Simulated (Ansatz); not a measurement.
# Point defect Si vacancy + P on the Si site + P on the Si site + P on the Si site + P on the Si site (V_Si+P_Si+P_Si+P_Si+P_Si) in silicon

The numbers are results of PBE, PAW (plane waves to 420 eV; Ansatz, an electronic-structure program), not measurements. Cell: 64 sites, 2×2×2; final energies on a 2×2×2 shifted mesh. Sites at the start: the Si site; Si 2.37 Å away; Si 2.37 Å away; Si 2.37 Å away; Si 2.37 Å away. Charged cells carry a point-charge image correction with potential alignment at far atoms. Dielectric constants: PBE linear response of the host. Host gap at this level: 0.61 eV. Finite-size and sampling errors can reach tenths of an eV here. The semilocal functional narrows the gap, so deep levels can fall outside it. Spin–orbit coupling is left out. Each state is the lowest found from its start.

Formation energies E_f are given with the Fermi level at the valence-band maximum. Chemical conditions: impurity bounded by its compound with the host (Δμ(Si) = 0.00 eV, Δμ(P) = -0.23 eV, bounded by SiP2 (Pbam); only phases computed here count, gases as isolated molecules at 0 K). Reference phases: P: black phosphorus, Si: silicon.

```json
[
 {"charge": "+1†", "moment (μB)": "fractional", "point group": "–", "largest move off a lattice site (Å)": "0.10", "image correction with alignment (eV)": "-0.08", "E_f, impurity bounded by its compound with the host (eV)": "–", "above the lowest spin state (eV)": "0.00"},
 {"charge": "0", "moment (μB)": "not spin-polarised", "point group": "Td", "largest move off a lattice site (Å)": "0.10", "image correction with alignment (eV)": "0.00", "E_f, impurity bounded by its compound with the host (eV)": "0.54", "above the lowest spin state (eV)": "0.00"},
 {"charge": "0", "moment (μB)": "0.0", "point group": "Td", "largest move off a lattice site (Å)": "0.10", "image correction with alignment (eV)": "0.00", "E_f, impurity bounded by its compound with the host (eV)": "0.54", "above the lowest spin state (eV)": "0.00"},
 {"charge": "−1†", "moment (μB)": "fractional", "point group": "–", "largest move off a lattice site (Å)": "0.10", "image correction with alignment (eV)": "0.26", "E_f, impurity bounded by its compound with the host (eV)": "–", "above the lowest spin state (eV)": "0.00"},
 {"charge": "−1†", "moment (μB)": "fractional", "point group": "–", "largest move off a lattice site (Å)": "0.10", "image correction with alignment (eV)": "0.26", "E_f, impurity bounded by its compound with the host (eV)": "–", "above the lowest spin state (eV)": "0.00"}
]
```

† Not settled in this cell, so no level is given: charge +1: fractional moment, a level filled in part, carriers not clearly localised, level within 0.1 eV of a band edge or past it; charge −1: fractional moment, a level filled in part, carriers not clearly localised, level within 0.1 eV of a band edge or past it.

Point groups are those of the whole cell at tolerances of 0.03 and 0.1 Å ("near" where only the looser one holds); none is given for unsettled states.

Starting moments that weren't kept: charge 0 began with 2 μB and ended with 0.0; charge −1 began with 3 μB and ended with 0.8.

Flagged in the runs: a strain field that reaches the edge of the cell.

All states together cost about 70 core-minutes (a rough figure).
